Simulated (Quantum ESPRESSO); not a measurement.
A self-consistent single point of SnO (P4mm, 4 atoms in the cell) with Quantum ESPRESSO.

Level of theory: PBEsol, GBRV 1.5 ultrasoft (PBESOL) pseudopotentials (plane waves; Quantum ESPRESSO 7.5).

```
SnO
1.0
    3.78100     0.00000     0.00000
    0.00000     3.78100     0.00000
    0.00000     0.00000     4.81580
Sn O
2 2
Direct
  0.50000   0.00000   0.77238
  0.00000   0.50000   0.23800
  0.50000   0.50000   0.00000
  0.00000   0.00000   0.00000
```

Reference input (self-consistent single point, DFT, PBEsol, plane waves, GBRV 1.5 ultrasoft (PBESOL) pseudopotentials): ecutwfc = 40 Ry; ecutrho = 200 Ry; occupations = smearing; smearing = fermi-dirac; degauss = 0.00147 Ry; potentials = {Sn: sn_pbesol_v1.4.uspp.F.UPF, O: o_pbesol_v1.2.uspp.F.UPF}; K_POINTS = automatic 5 5 3 0 0 0; conv_thr = 1e-11 Ry; mixing_beta = 0.4. This run's input differs from it in these lines:

```diff
@@ -33,3 +33,3 @@
 K_POINTS automatic
-5 5 3  0 0 0
+6 6 5  1 1 1
```

Output, abridged:

```
     Self-consistent Calculation

     iteration #  1     ecut=    40.00 Ry     beta= 0.40

     total energy              =    -382.22547313 Ry
     estimated scf accuracy    <       1.28332036 Ry

     iteration #  2     ecut=    40.00 Ry     beta= 0.40

     total energy              =    -382.31879406 Ry
     estimated scf accuracy    <       0.16114808 Ry

     iteration #  3     ecut=    40.00 Ry     beta= 0.40

     total energy              =    -382.36031786 Ry
     estimated scf accuracy    <       0.01735757 Ry

   [... 10 blocks of this kind left out ...]

     iteration # 14     ecut=    40.00 Ry     beta= 0.40

     total energy              =    -382.36538005 Ry
     estimated scf accuracy    <          1.3E-10 Ry

     iteration # 15     ecut=    40.00 Ry     beta= 0.40
     End of self-consistent calculation

     the Fermi energy is    10.4164 ev

!    total energy              =    -382.36538005 Ry
     estimated scf accuracy    <          2.2E-12 Ry
     smearing contrib. (-TS)   =      -0.00000000 Ry
     internal energy E=F+TS    =    -382.36538004 Ry

     convergence has been achieved in  15 iterations

     Forces acting on atoms (cartesian axes, Ry/au):

     atom    1 type  1   force =     0.00000000    0.00000000   -0.04068149
     atom    2 type  1   force =     0.00000000    0.00000000    0.02561924
     atom    3 type  2   force =     0.00000000    0.00000000    0.00753112
     atom    4 type  2   force =     0.00000000    0.00000000    0.00753112

     Total force =     0.049242     Total SCF correction =     0.000002

          total   stress  (Ry/bohr**3)                   (kbar)     P=       35.12
   0.00024524   0.00000000   0.00000000           36.08        0.00        0.00
   0.00000000   0.00024524   0.00000000            0.00       36.08        0.00
   0.00000000   0.00000000   0.00022581            0.00        0.00       33.22

   JOB DONE.
```

The run converged in 15 iterations. Against the reference run the free energy hardly moves (within 1 meV/atom), the pressure hardly changes (3.55 to 3.51 GPa), the largest force hardly changes (1.041 to 1.046 eV/Å) and the gap on the mesh goes from 0.560 to 0.618 eV.

The starting cell has typed, rounded lattice constants, without a prior relaxation at this level. Its lattice was rescaled by up to half a per cent. One atom was moved a little off its site on purpose. Forces in this geometry exceed 1 eV/Å. Another mesh or the band path of this cell gives a smaller gap, so this value is not converged in the mesh.
